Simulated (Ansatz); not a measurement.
Partial pair distribution functions of a relaxed model of amorphous B$_{24}$Te$_{80}$, broadened by 0.06 Å; density 5.95 g/cm³. Method: PBE, scalar-relativistic without spin-orbit coupling, PAW (Ansatz default set, large-core Te) (plane waves to 420 eV; Ansatz, an electronic-structure program).

The cell was made by melting and quenching with the CHGNet potential and then relaxed with DFT. The hot cell started wider than the set density and was brought back towards it in steps. It is the lowest in DFT energy of 4 quenches. It is a model cell: composition and starting density were chosen by hand, and all elements were melted together. No dispersion term was used. Its density started from a set value of 5.95 and ended at 5.95 g/cm³. The simulated quench (nominally 120 K/ps over its main leg) is rapid and tends to freeze in more defects than a deposited or slowly cooled glass has. One small periodic cell is one sample of the glass; other quenches scatter about these values. The volume was held where the preparation left it, at a PBE pressure of 2.4 GPa. Stress components on the final sampling reach 2.5 GPa. On a 2×2×2 Γ-centred mesh force components of up to 0.21 eV/Å stay, since the relaxation ran on the zone centre alone.

```json
[
 {"r (Å)": "1.40", "g Te-Te": "0.00", "g B-Te": "0.00", "g B-B": "0.00"},
 {"r (Å)": "1.50", "g Te-Te": "0.00", "g B-Te": "0.00", "g B-B": "0.81"},
 {"r (Å)": "1.60", "g Te-Te": "0.00", "g B-Te": "0.00", "g B-B": "13.89"},
 {"r (Å)": "1.70", "g Te-Te": "0.00", "g B-Te": "0.00", "g B-B": "24.82"},
 {"r (Å)": "1.80", "g Te-Te": "0.00", "g B-Te": "0.00", "g B-B": "10.69"},
 {"r (Å)": "1.90", "g Te-Te": "0.00", "g B-Te": "0.00", "g B-B": "2.51"},
 {"r (Å)": "2.00", "g Te-Te": "0.00", "g B-Te": "0.00", "g B-B": "0.16"},
 {"r (Å)": "2.10", "g Te-Te": "0.00", "g B-Te": "0.49", "g B-B": "0.00"},
 {"r (Å)": "2.20", "g Te-Te": "0.00", "g B-Te": "5.27", "g B-B": "0.00"},
 {"r (Å)": "2.30", "g Te-Te": "0.00", "g B-Te": "7.16", "g B-B": "0.00"},
 {"r (Å)": "2.40", "g Te-Te": "0.00", "g B-Te": "1.86", "g B-B": "0.00"},
 {"r (Å)": "2.50", "g Te-Te": "0.00", "g B-Te": "0.33", "g B-B": "0.00"},
 {"r (Å)": "2.60", "g Te-Te": "0.00", "g B-Te": "0.07", "g B-B": "0.00"},
 {"r (Å)": "2.70", "g Te-Te": "0.15", "g B-Te": "0.00", "g B-B": "0.07"},
 {"r (Å)": "2.80", "g Te-Te": "1.02", "g B-Te": "0.00", "g B-B": "1.04"},
 {"r (Å)": "2.90", "g Te-Te": "1.91", "g B-Te": "0.02", "g B-B": "2.39"},
 {"r (Å)": "3.00", "g Te-Te": "1.61", "g B-Te": "0.12", "g B-B": "2.98"},
 {"r (Å)": "3.10", "g Te-Te": "1.37", "g B-Te": "0.45", "g B-B": "3.03"},
 {"r (Å)": "3.20", "g Te-Te": "1.03", "g B-Te": "1.12", "g B-B": "1.94"},
 {"r (Å)": "3.30", "g Te-Te": "1.07", "g B-Te": "1.63", "g B-B": "0.73"},
 {"r (Å)": "3.40", "g Te-Te": "1.42", "g B-Te": "1.55", "g B-B": "0.33"},
 {"r (Å)": "3.50", "g Te-Te": "1.54", "g B-Te": "1.01", "g B-B": "0.89"},
 {"r (Å)": "3.60", "g Te-Te": "1.34", "g B-Te": "0.82", "g B-B": "0.50"},
 {"r (Å)": "3.70", "g Te-Te": "1.59", "g B-Te": "1.10", "g B-B": "0.24"},
 {"r (Å)": "3.80", "g Te-Te": "1.64", "g B-Te": "1.38", "g B-B": "0.01"},
 {"r (Å)": "3.90", "g Te-Te": "1.48", "g B-Te": "1.28", "g B-B": "0.00"},
 {"r (Å)": "4.00", "g Te-Te": "1.36", "g B-Te": "1.39", "g B-B": "0.13"},
 {"r (Å)": "4.10", "g Te-Te": "1.34", "g B-Te": "1.27", "g B-B": "0.31"},
 {"r (Å)": "4.20", "g Te-Te": "1.31", "g B-Te": "0.97", "g B-B": "0.04"},
 {"r (Å)": "4.30", "g Te-Te": "1.12", "g B-Te": "0.74", "g B-B": "0.07"},
 {"r (Å)": "4.40", "g Te-Te": "1.06", "g B-Te": "0.75", "g B-B": "0.85"},
 {"r (Å)": "4.50", "g Te-Te": "0.98", "g B-Te": "0.81", "g B-B": "1.79"},
 {"r (Å)": "4.60", "g Te-Te": "0.83", "g B-Te": "0.79", "g B-B": "1.39"},
 {"r (Å)": "4.70", "g Te-Te": "0.76", "g B-Te": "0.95", "g B-B": "0.61"},
 {"r (Å)": "4.80", "g Te-Te": "0.82", "g B-Te": "0.88", "g B-B": "0.64"},
 {"r (Å)": "4.90", "g Te-Te": "0.72", "g B-Te": "0.73", "g B-B": "0.77"},
 {"r (Å)": "5.00", "g Te-Te": "0.65", "g B-Te": "0.66", "g B-B": "0.92"},
 {"r (Å)": "5.10", "g Te-Te": "0.67", "g B-Te": "0.50", "g B-B": "0.60"},
 {"r (Å)": "5.20", "g Te-Te": "0.73", "g B-Te": "0.73", "g B-B": "0.71"},
 {"r (Å)": "5.30", "g Te-Te": "0.70", "g B-Te": "0.96", "g B-B": "1.18"},
 {"r (Å)": "5.40", "g Te-Te": "0.85", "g B-Te": "0.91", "g B-B": "1.05"},
 {"r (Å)": "5.50", "g Te-Te": "0.88", "g B-Te": "0.97", "g B-B": "0.30"},
 {"r (Å)": "5.60", "g Te-Te": "0.86", "g B-Te": "1.08", "g B-B": "0.40"},
 {"r (Å)": "5.70", "g Te-Te": "0.83", "g B-Te": "1.35", "g B-B": "0.71"},
 {"r (Å)": "5.80", "g Te-Te": "0.83", "g B-Te": "1.40", "g B-B": "0.78"},
 {"r (Å)": "5.90", "g Te-Te": "1.24", "g B-Te": "1.40", "g B-B": "1.02"},
 {"r (Å)": "6.00", "g Te-Te": "1.25", "g B-Te": "1.00", "g B-B": "0.67"}
]
```

Within 3.20 Å each Te has 1.98 Te neighbours on average.
